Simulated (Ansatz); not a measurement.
Cd interstitial (zinc-blende CdTe host)

All values below come from PBE, PAW (plane waves to 420 eV; Ansatz, a program for electronic structure). Cell: 64 sites, 2×2×2 repeats of a cell of 8 atoms; final energies on a 2×2×2 shifted mesh. Site at the start: void with 4Te nearest. Finite-size correction: monopole term and site-potential alignment. Dielectric constants: PBE linear response of the host. Host gap at this level: 0.58 eV. A cell of this size leaves errors of a few tenths of an eV. Levels are measured in PBE's own, too narrow, gap. Spin–orbit coupling is left out, which matters for these heavy elements. Each state is the lowest found from its start.

Formation energies E_f are given with the Fermi level at the valence-band maximum. Chemical conditions: Cd-rich (Δμ(Cd) = 0.00 eV; only phases computed here count, gases as isolated molecules at 0 K); Te-rich (Δμ(Cd) = -0.93 eV; only phases computed here count, gases as isolated molecules at 0 K). Reference phases: Cd: hcp Cd.

The name describes the start; the neighbours show where the atoms ended.

Charges with a result: +2, +1, 0. Others weren't obtained, and one of them could lie lower, also by skipping a charge.

```
charge         moment (μB)  largest move off a lattice site (Å)  neighbours of the last Cd atom of the defect at the end (Å)  image correction with alignment (eV)  E_f, Cd-rich (eV)  E_f, Te-rich (eV)
------  ------------------  -----------------------------------  -----------------------------------------------------------  ------------------------------------  -----------------  -----------------
+2      not spin-polarised                                 0.25                           Te 2.90, Te 2.90, Te 2.90, Te 2.90                                  0.73              -0.14               0.78
+1†                    1.0                                 0.18                           Te 2.97, Te 2.97, Te 2.97, Te 2.97                                  0.28                  –                  –
0†      not spin-polarised                                 0.21                           Te 3.08, Te 3.08, Te 3.08, Te 3.08                                  0.00               1.83               2.76
```

† Not settled in this cell, so no level is given: charge +1: carriers not clearly localised, level within 0.1 eV of a band edge or past it; charge 0: carriers not clearly localised, level within 0.1 eV of a band edge or past it.
